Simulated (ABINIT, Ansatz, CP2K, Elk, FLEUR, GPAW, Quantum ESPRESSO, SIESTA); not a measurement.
## One structure in several programs: ZnS (F-43m, 2 atoms in the cell)

Self-consistent single point, at a second geometry (lattice scaled by 0.98). First geometry:

```
CELL_PARAMETERS angstrom
      0.00000     2.69018     2.69018
      2.69018     0.00000     2.69018
      2.69018     2.69018     0.00000
ATOMIC_POSITIONS crystal
  Zn 0.00000 0.00000 0.00000
  S  0.25000 0.25000 0.25000
```

Shared settings, as Ansatz (an electronic-structure program) writes them: kpoints.mp_grid.grid = 11 11 11; scf.occupations.method = fermi_dirac; scf.occupations.width = 0.0007 Ry. Potentials and cutoffs stand in the table.

```json
[
 {"code": "Ansatz", "model": "PBE, PAW files", "ΔF from the first geometry (meV/atom)": "37.8", "pressure (GPa)": "8.15", "gap on the mesh (eV)": "2.430", "cutoff": "default"},
 {"code": "FLEUR", "model": "PBE, all-electron FLAPW (FLEUR), scalar-relativistic valence", "ΔF from the first geometry (meV/atom)": "40.1", "pressure (GPa)": "–", "gap on the mesh (eV)": "2.436", "cutoff": "Kmax 4 1/bohr"},
 {"code": "Elk", "model": "PBE, all-electron FP-LAPW, Elk's shipped species files, APW+lo basis with extra local orbitals", "ΔF from the first geometry (meV/atom)": "39.1", "pressure (GPa)": "–", "gap on the mesh (eV)": "2.433", "cutoff": "rgkmax 8"},
 {"code": "ABINIT", "model": "PBE, PAW (JTH v2.0 PBE PAW)", "ΔF from the first geometry (meV/atom)": "37.2", "pressure (GPa)": "8.11", "gap on the mesh (eV)": "2.423", "cutoff": "816 eV"},
 {"code": "CP2K", "model": "PBE, GPW, DZVP-MOLOPT-SR-GTH basis, GTH-PBE potentials (GTH_POTENTIALS)", "ΔF from the first geometry (meV/atom)": "40.9", "pressure (GPa)": "8.76", "gap on the mesh (eV)": "2.422", "cutoff": "grid 600 Ry"},
 {"code": "SIESTA", "model": "GGA PBE, numerical atomic orbitals TZP, PseudoDojo PBE standard norm-conserving potentials (rewritten from UPF to PSML)", "ΔF from the first geometry (meV/atom)": "28.6", "pressure (GPa)": "7.28", "gap on the mesh (eV)": "2.686", "cutoff": "grid 400 Ry"},
 {"code": "Quantum ESPRESSO", "model": "PBE, GBRV 1.5 ultrasoft (PBE) pseudopotentials", "ΔF from the first geometry (meV/atom)": "38.7", "pressure (GPa)": "8.03", "gap on the mesh (eV)": "2.430", "cutoff": "50 Ry"},
 {"code": "GPAW", "model": "PBE, GPAW PAW datasets PBE (gpaw-data 1.0.1)", "ΔF from the first geometry (meV/atom)": "38.6", "pressure (GPa)": "8.34", "gap on the mesh (eV)": "2.428", "cutoff": "800 eV"}
]
```

A dash marks a value that a program does not give, or that is left out as unsure.

Gaps are read on the mesh.

The spread over the programs that give each value: ΔF from the first geometry within 12.3 meV/atom; pressure within 1.48 GPa; gap on the mesh within 0.264 eV.

CP2K and SIESTA use small atom-centred bases, whose incompleteness enters pressures, forces and empty levels differently from a plane-wave cutoff. FLEUR and Elk treat all electrons, but the usual bases taken here (sphere radii, linearisation, local orbitals, empty states) were not tested for convergence, so the values are no reference for the others. Ansatz's pressure is given at a fixed set of plane waves, as the other plane-wave codes print theirs; with its correction for the finite basis it is 8.23 GPa. In the gap, SIESTA (by 0.257) lies more than 0.12 eV from the median of the plane-wave programs.

The starting cell comes from a database of computed structures (which also holds hypothetical and non-ambient phases and stackings), without a prior relaxation at this level. Its lattice was rescaled by a random factor within 2.5 % of one. For this run, on top of that: lattice scaled by 0.98.

Keys are those of Ansatz 0.2.
